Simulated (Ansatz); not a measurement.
For SnO (model structure, started from the WC type, P-6m2, No. 187, 2 atoms in the cell), PBE-D3(BJ) (PAW; Ansatz, a quantum-chemistry and plane-wave program) gives:

```
Property              Result
-------------------  -------
lattice constant a   3.326 Å
lattice parameter c  3.292 Å
```

**Question.** What does r²SCAN (Ansatz, PAW) give for the same quantities?

**Answer.** 
- lattice constant a: 3.302 Å (falls by 0.7 %)
- lattice parameter c: 3.299 Å (rises by 0.2 %)

Changes are worked out from the printed values.

Unless a cell is named, each level is at its own relaxed cell (PBE-D3(BJ) 15.77, r²SCAN 15.57 Å³/atom).

Ansatz's density-functional and Hartree–Fock values are scalar-relativistic unless marked +SOC, with PAW data made under PBE.

A model structure was made by putting elements into a prototype or built by hand; it is no filed structure, need not be a known phase, and can be a saddle point held by its symmetry.
